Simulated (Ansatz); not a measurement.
Take BAs (space group P6_422, No. 181; a = 3.4290 Å, c = 7.4031 Å; a hypothetical phase, not in the database extracts checked) as the base. Axes: x lies along a and z along c of the hexagonal cell.

Modification: the cell is compressed by 2.90 % along z with no lateral relaxation; the atoms relax in the strained cell.

Levels (all Ansatz, an electronic-structure program, PAW): PBEsol (420 eV, scalar-relativistic without spin-orbit coupling); r2SCAN (500 eV, without spin-orbit coupling); HSE06 (420 eV, without spin-orbit coupling).

One geometry, relaxed with PBEsol, under each level:

```tsv
level	band gap	lowest conduction level above the VBM at special points	pressure
PBEsol	0.15 eV	M 0.15 eV; K 0.89 eV; A 1.45 eV; L 1.56 eV	4.68 GPa
r2SCAN	0.43 eV	M 0.43 eV; K 1.13 eV; A 1.86 eV; L 1.85 eV	7.61 GPa
HSE06	0.73 eV	M 0.73 eV; K 1.58 eV; A 2.22 eV; Γ 2.43 eV	–
```

Single points use the geometry relaxed with PBEsol. Their cutoffs differ, which shifts pressures a little. HSE06 was sampled on its mesh, a few special points and the semilocal edge points, so its gap is an upper bound. Whether these cells are dynamically stable was not tested. The base started in P3_121 and relaxed to P6_422 at this level. A zero or small gap of BAs under uniaxial strain ε_zz = −2.90 % can be the functional's error rather than a property of the material.
